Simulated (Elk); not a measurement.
## Worked example: self-consistent single point of NiSi2 (Fm-3m, 3 atoms in the cell) in Elk

Level of theory: PBE, all-electron FP-LAPW, Elk's shipped species files, APW+lo basis with extra local orbitals in Elk.

Input:

```
tasks
  0

xctype
  20

rgkmax
  7.5

gmaxvr
  16.0

nxlo
  2

lorbcnd
  .true.

rmtscf
  0.9

lmaxi
  3

stype
  3

swidth
  0.00499791

scale
  7.229048431

avec
    0.0000000000    0.7071067812    0.7071067812
    0.7071067812    0.0000000000    0.7071067812
    0.7071067812    0.7071067812    0.0000000000

atoms
  2   : nspecies
  'Si.in'   : spfname
  2   : natoms; atposl, bfcmt below
  0.2500000000  0.2500000000  0.2500000000    0.0 0.0 0.0
  0.7500000000  0.7500000000  0.7500000000    0.0 0.0 0.0
  'Ni.in'   : spfname
  1   : natoms; atposl, bfcmt below
  0.0000000000  0.0000000000  0.0000000000    0.0 0.0 0.0

ngridk
  11 11 11
```

Output (repeated stretches shortened):

```
│ Elk code version 10.2.4 │

All units are atomic (Hartree, Bohr, etc.)

│ Ground-state run starting from atomic densities │

Lattice vectors :
   0.000000000       5.111709167       5.111709167
   5.111709167       0.000000000       5.111709167
   5.111709167       5.111709167       0.000000000

Unit cell volume      :    267.1335312
Brillouin zone volume :   0.9285626267

Muffin-tin inner radius fraction :   0.1000000000E-01

Nuclei treated as point charges

Species :    1 (Si)
 parameters loaded from : Si.in
 name : silicon
 nuclear charge    :   -14.00000000
 electronic charge :    14.00000000
 atomic mass :    51196.73454
 muffin-tin radius :    1.980000000
 number of radial points in muffin-tin :    397
 atomic positions (lattice), magnetic fields (Cartesian) :
   1 :   0.25000000  0.25000000  0.25000000    0.00000000  0.00000000  0.00000000
   2 :  -0.25000000 -0.25000000 -0.25000000    0.00000000  0.00000000  0.00000000

Species :    2 (Ni)
 parameters loaded from : Ni.in
 name : nickel
 nuclear charge    :   -28.00000000
 electronic charge :    28.00000000
 atomic mass :    106991.5230
 muffin-tin radius :    2.160000000
 number of radial points in muffin-tin :    497
 atomic positions (lattice), magnetic fields (Cartesian) :
   1 :   0.00000000  0.00000000  0.00000000    0.00000000  0.00000000  0.00000000

Total number of atoms per unit cell :    3

Spin treatment :
 spin-unpolarised

Number of Bravais lattice symmetries :   48
Number of crystal symmetries         :   48
Crystal has inversion symmetry
Real symmetric eigensolver will be used

k-point grid :     11    11    11
k-point offset :    0.000000000       0.000000000       0.000000000
k-point set is reduced with full crystal symmetry group
Total number of k-points :       56

Muffin-tin radius times maximum |G+k| :    7.500000000
 using average radius
Maximum |G+k| for APW functions       :    3.676470588
Maximum (1/2)|G+k|²                   :    6.758217993
Maximum |G| for potential and density :    16.00000000
 potential will be trimmed for |G| > 2 gkmax
Constant for pseudocharge density :    9
Radial integration step length :    4

G-vector grid sizes :     40    40    40
Number of G-vectors :    18499

Maximum angular momentum used for
 APW functions                      :    8
 outer part of muffin-tin           :    6
 inner part of muffin-tin           :    3

Total nuclear charge    :   -56.00000000
Total core charge       :    32.00000000
Total valence charge    :    24.00000000
Total excess charge     :    0.000000000
Total electronic charge :    56.00000000

Effective Wigner radius, rₛ :    1.044280711

Number of empty states         :   12
Total number of valence states :   24
Total number of core states    :   32

Conduction state local-orbitals added automatically
Total number of local-orbitals :  212

Exchange-correlation functional :     20     0     0
 Perdew-Burke-Ernzerhof, Phys. Rev. Lett. 77, 3865 (1996)
 gradient requirement :    1
 generalised gradient approximation (GGA)

Smearing type :    3
 Fermi-Dirac
Smearing width :   0.4997910000E-02
Effective electronic temperature (K) :    1578.215154

Mixing type :    3
 Broyden mixing, J. Phys. A: Math. Gen. 17, L317 (1984)

Kohn-Sham potential initialised from atomic data

│ Self-consistent loop started │
│ Loop number : 1 │
 total energy                :     -2114.75756553
│ Loop number : 2 │
 total energy                :     -2114.06351679
RMS change in Kohn-Sham potential (target) :   0.5216648948     (  0.1000000000E-05)
Absolute change in total energy (target)   :   0.6940487401     (  0.1000000000E-03)
│ Loop number : 3 │
 total energy                :     -2114.75796332
RMS change in Kohn-Sham potential (target) :   0.5230708924     (  0.1000000000E-05)
Absolute change in total energy (target)   :   0.5209343411     (  0.1000000000E-03)
│ Loop number : 4 │
 total energy                :     -2112.18291070
RMS change in Kohn-Sham potential (target) :   0.4245781970     (  0.1000000000E-05)
Absolute change in total energy (target)   :    2.444819029     (  0.1000000000E-03)
│ Loop number : 5 │
 total energy                :     -2106.15635161
RMS change in Kohn-Sham potential (target) :   0.1945708896     (  0.1000000000E-05)
Absolute change in total energy (target)   :    6.637763849     (  0.1000000000E-03)
│ Loop number : 6 │
 total energy                :     -2102.72358831
RMS change in Kohn-Sham potential (target) :   0.6268754974E-01 (  0.1000000000E-05)
Absolute change in total energy (target)   :    5.092204261     (  0.1000000000E-03)
│ Loop number : 7 │
 total energy                :     -2101.13870250
RMS change in Kohn-Sham potential (target) :   0.1812552594E-02 (  0.1000000000E-05)
Absolute change in total energy (target)   :    2.857936881     (  0.1000000000E-03)
│ Loop number : 8 │
 total energy                :     -2101.15331952
RMS change in Kohn-Sham potential (target) :   0.1651544594E-02 (  0.1000000000E-05)
Absolute change in total energy (target)   :   0.6998671958     (  0.1000000000E-03)
│ Loop number : 9 │
 total energy                :     -2100.97429185
RMS change in Kohn-Sham potential (target) :   0.2447880227E-02 (  0.1000000000E-05)
Absolute change in total energy (target)   :   0.3539944659     (  0.1000000000E-03)
│ Loop number : 10 │
 total energy                :     -2101.02662846
RMS change in Kohn-Sham potential (target) :   0.1247318952E-02 (  0.1000000000E-05)
Absolute change in total energy (target)   :   0.3616200732E-01 (  0.1000000000E-03)
│ Loop number : 11 │
 total energy                :     -2101.07367913
RMS change in Kohn-Sham potential (target) :   0.2014019868E-03 (  0.1000000000E-05)
Absolute change in total energy (target)   :   0.3801016171E-01 (  0.1000000000E-03)
│ Loop number : 12 │
 total energy                :     -2101.08141106
RMS change in Kohn-Sham potential (target) :   0.2445736154E-04 (  0.1000000000E-05)
Absolute change in total energy (target)   :   0.1723447258E-01 (  0.1000000000E-03)
│ Loop number : 13 │
 total energy                :     -2101.08220651
RMS change in Kohn-Sham potential (target) :   0.4330146363E-05 (  0.1000000000E-05)
Absolute change in total energy (target)   :   0.5104072752E-02 (  0.1000000000E-03)
│ Loop number : 14 │
 total energy                :     -2101.08237113
RMS change in Kohn-Sham potential (target) :   0.3788529061E-05 (  0.1000000000E-05)
Absolute change in total energy (target)   :   0.1440631847E-02 (  0.1000000000E-03)
│ Loop number : 15 │
 total energy                :     -2101.08223834
RMS change in Kohn-Sham potential (target) :   0.1239863376E-05 (  0.1000000000E-05)
Absolute change in total energy (target)   :   0.2273760147E-03 (  0.1000000000E-03)
│ Loop number : 16 │
 total energy                :     -2101.08219473
RMS change in Kohn-Sham potential (target) :   0.3633038282E-06 (  0.1000000000E-05)
Absolute change in total energy (target)   :   0.1322922117E-04 (  0.1000000000E-03)
Convergence targets achieved

│ Loop number : 17 │

Energies :
 Fermi                       :     0.372470573075
 sum of eigenvalues          :     -1185.98188043
 electron kinetic            :      2126.66758773
 core electron kinetic       :      1957.36438134
 Coulomb                     :     -4122.15800598
 Coulomb potential           :     -3175.90336527
 nuclear-nuclear             :     -288.788441909
 electron-nuclear            :     -4490.83576288
 Hartree                     :      657.466198807
 Madelung                    :     -2534.20632335
 xc potential                :     -136.746102893
 exchange                    :     -103.144605315
 correlation                 :     -2.44521566498
 electron entropic           :    -0.194004117927E-02
 total energy                :     -2101.08217928

Density of states at Fermi energy :    23.59805435
 (states/Hartree/unit cell)

Estimated indirect band gap :   0.1486936940E-02
 from k-point     51 to k-point     18
Estimated direct band gap   :   0.1363132662E-01
 at k-point      8

Charges :
 core                        :    32.00000000
 valence                     :    24.00000000
 interstitial                :    5.576921532
 muffin-tins (core leakage)
  species :    1 (Si)
   atom    1                 :    11.67390040     (  0.4035428356E-02)
   atom    2                 :    11.67390040     (  0.4035428356E-02)
  species :    2 (Ni)
   atom    1                 :    27.07527766     (  0.1025050211E-02)
 total in muffin-tins        :    50.42307847
 total calculated charge     :    55.98581440
 total charge                :    56.00000000
 error                       :   0.1418559663E-01

│ Self-consistent loop stopped │
```

The run converged in 17 iterations. The count includes the last loop, which Elk runs after its targets are met.

The starting cell has typed, rounded lattice constants, without a prior relaxation at this level. Spin polarisation is off. Values depend on the basis (sphere radii, cutoffs, local orbitals), which need not be converged. The log's line on a gap gives a spacing of levels on this mesh, which the program prints for metals too.
